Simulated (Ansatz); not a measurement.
We consider cubic perovskite CsSnI3 (cubic high-temperature phase), described by HSE06 (Ansatz, a program for electronic structure, PAW).

Run with plane-wave cutoff 520 eV, 4×4×4 k mesh, scalar-relativistic PAW data made under PBE.

Computed at the level's own relaxed cell.

Elastic tensor (GPa, Voigt notation, ions relaxed):

```
   39.6     5.1     5.1     0.0     0.0     0.0
    5.1    39.6     5.1     0.0     0.0     0.0
    5.1     5.1    39.6     0.0     0.0     0.0
    0.0     0.0     0.0     4.6     0.0     0.0
    0.0     0.0     0.0     0.0     4.6     0.0
    0.0     0.0     0.0     0.0     0.0     4.6
```

Worked from these constants: the tetragonal shear constant is C′ = (C11 − C12)/2 = 17.2 GPa against C44 = 4.6 GPa, so the C44 shear is the softer. The Zener ratio C44/C′ is 0.27 (1 for an isotropic solid), and the Cauchy pressure C12 − C44 is 0.5 GPa. With C11 + 2C12 = 49.8 GPa all three Born conditions hold; they don't test modes at the zone boundary.

Note: the relaxation could not lower the start's symmetry, so the cell can be a saddle point above a distorted one.

The computed numbers hold no vibrational or temperature effects.
